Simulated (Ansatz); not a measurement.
The starting structures come from a database of crystals and need not be the phases stable at ambient conditions.

By PBEsol, the system below comes out a metal.

A figure of merit of an interconnect metal is its ballistic conductance per area.

Given:

```yaml
crystal:
  lattice:
    - [3.06474, 0.00000, 0.00000]
    - [0.00000, 3.06474, 0.00000]
    - [1.53237, -1.53237, 2.21132]
  atoms:
    - { symbol: Ta, position: [0.50000, 0.50000, 0.00000] }
    - { symbol: N, position: [0.00000, 0.00000, 0.00000] }
```

Space group of this cell: I4/mmm. The cell is strained (lengths across the current scaled by 0.98, ions clamped); by PBEsol its mean pressure is 3.4 GPa.

The current flows along the normal of the first two printed cell vectors, the (001) (indices of the unstrained crystal) plane of the conventional cell. No spin-orbit coupling; the value is a mean over 0.1 eV about the Fermi level.

Task: Estimate the ballistic conductance per area that PBEsol (Ansatz, a quantum-chemistry and plane-wave program) returns for this system.

Result: 1.5 × 10¹⁵ S/m² for both spins.
